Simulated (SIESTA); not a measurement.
Worked example: self-consistent single point of MgVP2O7 (C2, 11 atoms in the cell) in SIESTA.

Method: SIESTA with LDA CA+U, numerical atomic orbitals DZP, PseudoDojo LDA standard norm-conserving potentials (rewritten from UPF to PSML).

```
CELL_PARAMETERS angstrom
      3.28984    -4.26053     0.00000
      3.28984     4.26053     0.00000
     -0.94590     0.00000     4.45728
ATOMIC_POSITIONS crystal
  Mg 0.23238 0.76762 0.00000
  V  0.85794 0.14206 0.00000
  P  0.76587 0.67241 0.40793
  P  0.32759 0.23413 0.59207
  O  0.92109 0.82631 0.71088
  O  0.17369 0.07891 0.28912
  O  0.17446 0.38550 0.77350
  O  0.61450 0.82554 0.22650
  O  0.45707 0.06797 0.77761
  O  0.93203 0.54293 0.22239
  O  0.55900 0.44100 0.50000
```
Moments meant for the start (each program seeds them in its own way; μB, in the order of the atoms Mg V P P O O O O O O O): 0.0 2.0 0.0 0.0 0.0 0.0 0.0 0.0 0.0 0.0 0.0.

Reference input (self-consistent single point, DFT, LDA PW92+U, numerical atomic orbitals DZP, PseudoDojo LDA standard norm-conserving potentials (rewritten from UPF to PSML)): XC.functional = LDA; XC.authors = PW92; potentials = PseudoDojo LDA standard; PAO.BasisSize = DZP; PAO.EnergyShift = 0.01 Ry; MeshCutoff = 350 Ry; kgrid.MonkhorstPack = 3 3 4; OccupationFunction = FD; ElectronicTemperature = 0.02 eV; Spin = polarized; DFTU.ProjectorGenerationMethod = 2; DFTU.CutoffNorm = 0.9. This run's input differs from it in these lines:

```diff
@@ -34,3 +34,3 @@
 XC.functional                LDA
-XC.authors                   PW92
+XC.authors                   CA
 PAO.BasisSize                DZP
```

Output (repeated stretches shortened):

```
        iscf     Eharris(eV)        E_KS(eV)     FreeEng(eV)     dDmax    Ef(eV) dHmax(eV)
   scf:    1    -7116.952068    -7137.722843    -7137.722844  0.842012 -2.469343  5.757031
     spin moment: {S} , |S| = {        0.0        0.0    3.00000 }     3.00000
   scf:    2    -7144.426442    -7141.248712    -7141.248712  0.058646 -2.671045  4.480614
     spin moment: {S} , |S| = {        0.0        0.0    3.00000 }     3.00000
   scf:    3    -7146.872124    -7145.280297    -7145.280297  0.148622 -3.488660  3.030247
     spin moment: {S} , |S| = {        0.0        0.0    3.00000 }     3.00000
   [... lines left out ...]
     spin moment: {S} , |S| = {        0.0        0.0    3.00000 }     3.00000
hubbard_term: recalculating local occupations   22
hubbard_term: maximum change in local occup.    0.000908
   scf:   27    -7145.426527    -7145.426527    -7145.426527  0.000036 -2.775045  0.000305
     spin moment: {S} , |S| = {        0.0        0.0    3.00000 }     3.00000
hubbard_term: recalculating local occupations   23
hubbard_term: maximum change in local occup.    0.000915
   scf:   28    -7145.426526    -7145.426526    -7145.426526  0.000007 -2.775048  0.000272
     spin moment: {S} , |S| = {        0.0        0.0    3.00000 }     3.00000
SCF Convergence by DM+H criterion
max |DM_out - DM_in|         :     0.0000073598
max |H_out - H_in|      (eV) :     0.0002718964
DFT+U population converged by dTol_pop criteria:
max |pop(DFT+U)_i - pop(DFT+U)_j|:     0.0009153363
SCF cycle converged after 28 iterations

Using DM_out to compute the final energy and forces
hubbard_term: recalculating local occupations   24
hubbard_term: maximum change in local occup.    0.000915
hubbard_term: recalculating Hamiltonian and forces

siesta: E_KS(eV) =            -7145.4265

siesta: E_KS - E_eggbox =     -7145.4265

siesta: Atomic forces (eV/Ang):
     1   -0.000000    0.027206   -0.000000
     2   -0.000000   -0.213375   -0.000000
     3    0.098982    0.020353   -0.066582
     4   -0.098982    0.020353    0.066582
     5    0.353827    0.176355    0.535351
   [... lines left out ...]
siesta: FreeEng =     -7145.426489
siesta: Cell volume =        124.950227 Ang**3
siesta:         -81.33550921       -112.95861843  kBar
   [... lines left out ...]
     4     0.151692    4.848308    0.005546  P
     5    -0.297340    6.297340   -0.002804  O
     6    -0.297340    6.297340   -0.002804  O
     7    -0.298174    6.298174   -0.005066  O
     8    -0.298174    6.298174   -0.005066  O
     9    -0.282355    6.282355   -0.004720  O
    10    -0.282355    6.282355   -0.004720  O
    11     0.090240    5.909760    0.001607  O
 Total     0.000000                3.000000
```

The run converged in 28 iterations. Against the reference run the pressure goes from -8.29 to -8.13 GPa, the largest force goes from 0.638 to 0.666 eV/Å, the gap on the mesh goes from 2.862 to 2.824 eV and the size of the net moment stays at 0.27 μB/atom. The full log also holds: “xc_check: WARNING: Pseudopotential generated with LDA PW92 functional”.

The starting cell comes from a database of computed structures (which also holds hypothetical and non-ambient phases and stackings), without a prior relaxation at this level. With one magnetic atom in the cell only a parallel order is possible. With U or open f shells several self-consistent states can exist. Values carry the incompleteness of an atom-centred basis. With a pressure of about -8 GPa the cell is away from its equilibrium volume at this level.

Cost on one core of a shared machine: roughly 3 min.
